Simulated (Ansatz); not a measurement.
SnO2 (I4₁/amd, No. 141, 6 atoms in the cell; start mp-755071; a measured phase of this formula has another space group), treated with PBE0 (Ansatz, a program for electronic structure, PAW).

The input as run:

Ansatz 0.2 input:
```yaml
crystal:
  lattice:
    - [-2.0057785014, 2.0057785014, 5.123909012]
    - [2.0057785014, -2.0057785014, 5.123909012]
    - [2.0057785014, 2.0057785014, -5.123909012]
  atoms:
    - { symbol: Sn, position: [0.75, 0.25, 0.5] }
    - { symbol: Sn, position: [0.0, 0.0, 0.0] }
    - { symbol: O, position: [0.7970846435, 0.7970846435, 0.0] }
    - { symbol: O, position: [0.5470846435, 0.0470846435, 0.5] }
    - { symbol: O, position: [0.9529153565, 0.4529153565, 0.5] }
    - { symbol: O, position: [0.2029153565, 0.2029153565, 0.0] }
basis:
  ecutwfc: 460
  ecutrho_ratio: 4
  xc_grid: 2
kpoints:
  mp_grid: { grid: [8, 8, 8] }
hamiltonian:
  xc: pbe0
  dispersion: none
  pseudopotentials: { kind: paw }
scf:
  occupations: { method: fermi_dirac, width: 0.01 }
  convergence: { dr2_threshold: 0.0000000006 }
output:
  forces: true
  stress: true
  eigenvalues: true
```

Q: How many irreducible k-points, plane waves at Γ does the program set up, and what pressure does the run end with?

A: 59 irreducible k-points, 1805 plane waves at Γ; P = -2.95 GPa, so the cell is stretched on average and its volume would shrink at this level.

The run printed, among other lines:

```
WARN output.stress: scf.exx.energy_threshold = 1e-6 eV is looser than the 6e-8 eV advised for a stress under a hybrid functional (1e-8 eV for each atom of the …
Crystal: 6 atoms, lattice volume = 82.457 Å³
Basis set: ecut = 460 eV, 1805 PW (Γ), FFT grids on a1+a3, a2+a3, a3, exchange–correlation on 60×60×90 points (8 copies of the dense FFT grid, shifted against one another)
Bands: 32, of which v1, the nominal top of the filled ones, is band 26 counted from 1 (25 counted from 0)
Symmetry: 16 space group operations
Space group: I41/amd (ITA 141), of the structure as read, at distance tolerance 4.4e-5 Å
k-points: 59 of 512
Functional: x = pbe(κ = 0.804, μ = 0.2195149727645171), c = pbe(β = 0.06672455060314922), warm-up for x = 0.75 pbe(κ = 0.804, μ = 0.2195149727645171) + 0.25 exact, c = pbe(β = 0.06672455060314922)
SCF iter   1: F=—  HF=-14317.626722 eV  |F-HF|=—  |Δ(HF+E_count)|=         —  Δρ=2.22e-3  dr2=1.59e-3
SCF iter   2: F=-14317.630123 eV  HF=-14317.629690 eV  |F-HF|=4.33e-4  |Δ(HF+E_count)|=   2.97e-3  Δρ=9.23e-4  dr2=2.54e-4
Crystal: 6 atoms, lattice volume = 82.457 Å³
Initial density: handed on by an earlier stage of this run
Functional: x = 0.75 pbe(κ = 0.804, μ = 0.2195149727645171) + 0.25 exact, c = pbe(β = 0.06672455060314922)
  ...
Crystal: 6 atoms, lattice volume = 82.457 Å³
SCF iter   4: F=—  HF=-14324.021110 eV  |F-HF|=—  |Δ(HF+E_count)|=   1.79e-7  Δρ=3.40e-6  dr2=5.19e-9
SCF iter   5: F=-14324.021110 eV  HF=-14324.021110 eV  |F-HF|=2.20e-10  |Δ(HF+E_count)|=   2.80e-9  Δρ=1.11e-6  dr2=4.78e-10
SCF 3 converged in 5 iterations: F = -14324.021110 eV  dr2 = 4.78e-10
Free energy (F): -14324.021109 eV
Internal energy: -14324.021109 eV  (E = F + TS)
E sigma→0 (E₀):  -14324.021109 eV
Fermi energy:    7.243075 eV
--- Forces (eV/Å), atoms counted from 1 ---
  atom   1  Sn    -0.00000000    -0.00000000     0.00000000
  atom   2  Sn     0.00000000     0.00000000     0.00000000
  atom   3  O      0.00000000     0.00000000     0.07381640
  atom   4  O      0.00000000     0.00000000     0.07381640
  atom   5  O      0.00000000    -0.00000000    -0.07381640
  atom   6  O      0.00000000     0.00000000    -0.07381640
--- Stress (GPa, compression-positive) ---
       -2.914846       0.000000       0.000000
        0.000000      -2.914846      -0.000000
        0.000000       0.000000      -3.020695
  P = ⅓ Tr σ = -2.9501 GPa (-29.501 kbar)
```

The PAW data were made under PBE.

Note: cell and atoms aren't relaxed at this level (largest force component 0.07 eV/Å, pressure -3.0 GPa).

A start named mp-… is a Materials Project structure, which need not be a measured phase.
